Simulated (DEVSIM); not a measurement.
Device: abrupt In0.53Ga0.47As p-n junction, at 300 K.

```csv
layer (left to right),material,thickness (μm),Nd (cm⁻³),Na (cm⁻³),τn (s),τp (s)
1,In0.53Ga0.47As,9.00,-,2.9e15,7.4e-8,7.4e-8
2,In0.53Ga0.47As,20.0,5.7e15,-,7.4e-8,7.4e-8
```

Left contact: ohmic. Right contact: ohmic. Voltage is applied to the left contact. Recombination: SRH at mid-gap, radiative. Mobility is μmin + (μ − μmin)/(1 + (N/Nref)^α).

The device is made up for the run: typed textbook-type constants, with dimensions and the other settings drawn at random. Values at 300 K.

| parameter | In0.53Ga0.47As |
|---|---|
| gap (eV) | 0.74 |
| affinity (eV) | 4.51 |
| permittivity | 13.9 |
| Nc (cm⁻³) | 2.1e17 |
| Nv (cm⁻³) | 7.7e18 |
| μn (cm²/Vs) | 12000 |
| μp (cm²/Vs) | 300 |
| μn,min | 300 |
| μp,min | 10 |
| Nref,n | 1.3e17 |
| Nref,p | 4.9e17 |
| αn | 0.48 |
| αp | 0.4 |
| B (cm³/s) | 9.6e-11 |

Simulated with DEVSIM: 1D drift-diffusion, Boltzmann statistics, complete ionisation; no tunnelling, impact ionisation, image-force lowering or self-heating.

The doping Nd of layer 2 was swept, all else fixed.

```tsv
doping Nd of layer 2 (cm^-3)	largest field in the device at zero bias (V/cm)	potential step across the device at zero bias (V)	dark forward voltage at 100 A/cm² (V)
1.7e14	4000	0.352	0.577
5.7e14	6500	0.383	0.526
1.7e15	10000	0.412	0.487
5.7e15	14000	0.443	0.453
1.7e16	17000	0.471	0.439
5.7e16	20000	0.502	0.432
```

From the first row to the last the largest field in the device at zero bias goes from 4000 to 20000. From the first row to the last the potential step across the device at zero bias goes from 0.352 to 0.502.
